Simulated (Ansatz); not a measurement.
Start from W (space group Pm-3n, No. 223; a = 5.033 Å).

Computed with PBEsol (Ansatz, a quantum-chemistry and plane-wave program), scalar-relativistic without spin-orbit coupling.

For the base:

Lattice parameter a: 5.033 Å

Modification: a hydrostatic pressure of 10 GPa.

Problem. What does the calculation give for the lattice parameter a after the change?

Solution. The lattice parameter a falls by 0.050 Å to 4.983 Å.

Load acts through the strain it causes; cell and atoms are relaxed under it. Whether these cells are dynamically stable was not tested. No other phases were tried under pressure. The final runs are not spin-polarised. This is not the structure that W has at room temperature and ambient pressure.
